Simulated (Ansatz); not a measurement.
The starting structures come from a database of crystals and need not be the phases stable at ambient conditions.

Given:

```xyz
12
Lattice="8.7994 0.0000 0.0000 -4.3997 7.6205 0.0000 4.3997 2.5402 3.5923" Properties=species:S:1:pos:R:3 pbc="T T T"
Bi     3.2790     4.4333     2.2537
Bi     0.0000     5.0803     0.4236
Bi     6.5996     2.5641     2.2537
Bi    -1.0792     8.2436     2.2537
Rh     8.9931     2.6520     3.5133
Rh     4.3997     7.6205     0.2372
Rh     6.5996     6.1268     3.5133
Rh     2.0062     6.4622     3.5133
S      5.4459     5.6843     1.3691
S      8.7994     5.0803     3.0775
S      2.1999     7.6826     1.3691
S      1.1537     1.8741     1.3691
```

Space group of this cell: P2_13. The cell is taken as given; by r2SCAN its mean pressure is -2.4 GPa.

Transport runs along the normal of the first two printed cell vectors, the (111) plane of the conventional cell.

The gap is the functional's own, uncorrected, and κ follows it; spin-orbit coupling is left out. Mid-gap values are interpolated between the computed energies.

### Question
Compute, with r2SCAN in Ansatz (a quantum-chemistry and plane-wave program), the band gap and the smallest decay constant κ at mid-gap.

### Answer
Gap 0.57 eV on a 8×8×8 mesh; κ = 0.108 1/Å, at the zone centre.
